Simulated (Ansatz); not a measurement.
Take SnS in the GeS type structure (space group Pnma, No. 62; a = 11.155 Å, b = 4.000 Å, c = 4.261 Å) as the base.

Perturbation: the cell is scaled by 1.0109 in all directions, atoms relaxed at fixed cell.

Levels (all Ansatz, a first-principles code, PAW): PBE-D3(BJ) (420 eV, no SOC); PBE+SOC (420 eV, with spin-orbit coupling).

The geometry is relaxed with PBE-D3(BJ).

| Quantity | Result |
|---|---|
| PBE-D3(BJ) electron mass | 0.65 mₑ along a, 0.13 mₑ along b, 0.20 mₑ along c (off the special points) |
| PBE-D3(BJ) smallest direct gap | 0.95 eV |
| PBE-D3(BJ) band gap | 0.87 eV |

Problem. Predict the electron mass, smallest direct gap and band gap from PBE+SOC.

Solution. The electron mass becomes 0.62 mₑ along a, 0.13 mₑ along b, 0.20 mₑ along c (off the special points) (PBE-D3(BJ): 0.65 mₑ along a, 0.13 mₑ along b, 0.20 mₑ along c (off the special points)); the smallest direct gap decreases by 0.02 eV to 0.93 eV; the band gap decreases by 0.02 eV (0.87 eV → 0.85 eV).

Single points use the geometry relaxed with PBE-D3(BJ). The spin-orbit shifts are approximate. The cells carry an imposed strain or load. Effective masses come from finite differences of ±0.01 Å⁻¹. Stability against distortions was not tested.
